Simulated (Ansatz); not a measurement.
## Worked example: self-consistent single point of CaGa (Cmcm, 4 atoms in the cell) in Ansatz

Computed with LDA (PW92), default PAW files made with PBE (plane waves; Ansatz, a program for electronic structure).

Input:

Ansatz 0.2 input:
```yaml
# CaGa
crystal:
  lattice:
    - [2.118376, -5.649316, 0.000000]
    - [2.118376, 5.649316, 0.000000]
    - [0.000000, 0.000000, 4.315205]
  atoms:
    - { symbol: Ca, position: [0.355660, 0.644340, 0.750000] }
    - { symbol: Ca, position: [0.644340, 0.355660, 0.250000] }
    - { symbol: Ga, position: [0.064990, 0.935010, 0.750000] }
    - { symbol: Ga, position: [0.935010, 0.064990, 0.250000] }
basis:
  ecutwfc: 420.0 eV
kpoints:
  mp_grid: { grid: [7, 7, 7] }
hamiltonian:
  xc: lda
  pseudopotentials: { kind: paw }
scf:
  occupations: { method: gaussian, width: 0.1 eV }
output:
  forces: true
  eigenvalues: true
  stress: true
```

The program printed (abridged):

```
WARN ansatz: RAYON_NUM_THREADS=1 ignored (pool sized by the plan → 1); use --threads N
Pseudopotentials: kind: paw
Pseudopotential: Ca, paw, valence charge 10
Pseudopotential: Ga, paw, valence charge 13
Crystal: 4 atoms, lattice volume = 103.283 Å³
Basis set: ecut = 420 eV, 2011 PW (Γ)
Bands: 28, of which v1, the nominal top of the filled ones, is band 23 counted from 1 (22 counted from 0)
Symmetry: 8 space group operations
Space group: Cmcm (ITA 63), of the structure as read, at distance tolerance 4.7e-5 Å
k-points: 64 of 343
PAW frozen core: Ca, regenerated for the run's functional, and the local potential with it
PAW frozen core: Ga, regenerated for the run's functional, and the local potential with it
Initial density: superposition of atomic densities (neutral atoms: chi_scale 0, normalization atom), corrected by the library's trained network
Initial wavefunctions: pseudopotential atomic-orbital guess
Eigensolver: davidson
Functional: x = slater, c = lda
SCF iter   1: F=—  HF=-10961.177486 eV  |F-HF|=—  |Δ(HF+E_count)|=         —  Δρ=5.60e-3  dr2=3.34e-2  ethr=1.77e-3  ⟨swp⟩=8.4  Hψ=8911  notcnv=0
all-band conjugate gradients solve this SCF's bands
preconditioner: auto → Kerker (q_TF=auto, 2.384 Å⁻¹)
SCF iter   2: F=—  HF=-10961.172278 eV  |F-HF|=—  |Δ(HF+E_count)|=   5.21e-3  Δρ=2.92e-3  dr2=1.20e-2  ethr=7.27e-5  ⟨swp⟩=1.2  Hψ=2316  notcnv=0  defer=1
SCF iter   3: F=—  HF=-10961.169811 eV  |F-HF|=—  |Δ(HF+E_count)|=   2.47e-3  Δρ=5.43e-4  dr2=4.69e-4  ethr=2.61e-5  ⟨swp⟩=2.0  Hψ=2083  notcnv=0  defer=1
SCF iter   4: F=—  HF=-10961.169614 eV  |F-HF|=—  |Δ(HF+E_count)|=   1.97e-4  Δρ=3.55e-4  dr2=1.70e-4  ethr=1.02e-6  ⟨swp⟩=2.1  Hψ=2685  notcnv=0  defer=1
SCF iter   5: F=—  HF=-10961.169547 eV  |F-HF|=—  |Δ(HF+E_count)|=   6.70e-5  Δρ=1.04e-4  dr2=1.99e-5  ethr=3.70e-7  ⟨swp⟩=2.0  Hψ=2712  notcnv=0  defer=1
SCF iter   6: F=—  HF=-10961.169541 eV  |F-HF|=—  |Δ(HF+E_count)|=   6.31e-6  Δρ=2.48e-5  dr2=1.12e-6  ethr=4.32e-8  ⟨swp⟩=2.0  Hψ=2064  notcnv=0  defer=6
SCF iter   7: F=-10961.169540 eV  HF=-10961.169541 eV  |F-HF|=1.81e-8  |Δ(HF+E_count)|=   2.84e-7  Δρ=7.02e-6  dr2=6.34e-8  ethr=2.17e-10  ⟨swp⟩=6.3  Hψ=9267  notcnv=0
SCF 1 converged in 7 iterations: F = -10961.169540 eV  dr2 = 6.34e-8
SCF converged after 7 iterations
Free energy (F): -10961.169540 eV
Harris-Foulkes:  -10961.169541 eV  (|F-HF|=1.81e-8)
Internal energy: -10961.160305 eV  (E = F + TS)
E sigma→0 (E₀):  -10961.164923 eV
Entropy (-TS):   -0.009236 eV (-2.309 meV/atom)
Fermi energy:    7.169907 eV
--- Per-component energies (eV) ---
  E_band       = -414.058502
  E_kinetic    = 786.256080
  E_local      = -5793.644724  (includes V_loc(G=0)·N_el)
  E_nonlocal   = 981.178326
  E_hartree    = 2508.932452
  E_xc         = -408.473983
  E_vxc        = -457.482605  (∫ρ·V_xc dr)
  E_paw        = -5451.363520  (= ΣΔE_a)
  E_vpaw       = -948.232177  (= ΣTr[D̂ρ^β])
  E_aug_tail   = -0.000270  (compensation charges beyond the density's cutoff)
  E_ewald      = -3588.067956
  E_core_change = 4.023291  (= ΣΔE_core)
  E_smearing   = -0.009236  (= −TS)
  E_closure    = 0.000000  (closes the sum)
  Σ components = -10961.169540   (vs F -10961.169540, Δ=0.00e0)
--- Forces (eV/Å), atoms counted from 1 ---
  atom   1  Ca     0.00000000    -0.05078785    -0.00000000
  atom   2  Ca    -0.00000000     0.05078785     0.00000000
  atom   3  Ga     0.00000000    -0.00495128     0.00000000
  atom   4  Ga    -0.00000000     0.00495128    -0.00000000
  max |Σ_I F_I| component: 2.78e-17 eV/Å
--- Stress (GPa, compression-positive) ---
       -2.973153      -0.000000       0.000000
       -0.000000      -2.437393       0.000000
        0.000000       0.000000      -2.635114
  P = ⅓ Tr σ = -2.6819 GPa (-26.819 kbar)
  The stress holds the Pulay correction. Without it, at fixed plane waves, as pw.x and ABINIT print it: P = -2.6917 GPa
--- Band table (eV; the first three rows and the last of 64) ---
  k-point 0: bands = ["-33.5521", "-33.5345", "-14.8696", "-14.8234", "-14.8229", "-14.7890", "-14.7574", "-14.7522", "-7.3462", "-7.3024", "-7.2703", "-7.2640", "-7.2139", "-7.1535", "-7.1124", "-7.1045", "-7.0750", "-7.0073", "-1.0337", "3.2980", [...]
  k-point 1: bands = ["-33.5510", "-33.5351", "-14.8635", "-14.8266", "-14.8213", "-14.7903", "-14.7668", "-14.7567", "-7.3568", "-7.3030", "-7.2687", "-7.2408", "-7.2197", "-7.1497", "-7.1064", "-7.1036", "-7.1011", "-6.9950", "-0.8657", "3.2130", [...]
  k-point 2: bands = ["-33.5479", "-33.5369", "-14.8473", "-14.8333", "-14.8156", "-14.7942", "-14.7889", "-14.7701", "-7.3629", "-7.3089", "-7.2642", "-7.2329", "-7.2066", "-7.1430", "-7.1390", "-7.1044", "-7.0834", "-6.9892", "-0.3684", "2.5940", [...]
  k-point 63: bands = ["-33.5428", "-33.5411", "-14.8761", "-14.8704", "-14.8099", "-14.7984", "-14.7605", "-14.7556", "-7.3496", "-7.3267", "-7.2579", "-7.2477", "-7.1870", "-7.1720", "-7.1248", "-7.1116", "-7.0430", "-7.0063", "0.6740", "1.6818", [...]
```

The run converged in 7 iterations.

The starting cell comes from a database of computed structures (which also holds hypothetical and non-ambient phases and stackings), without a prior relaxation at this level. Its lattice was rescaled by up to half a per cent. Ansatz's pressure includes its estimate of the finite-basis (Pulay) stress.
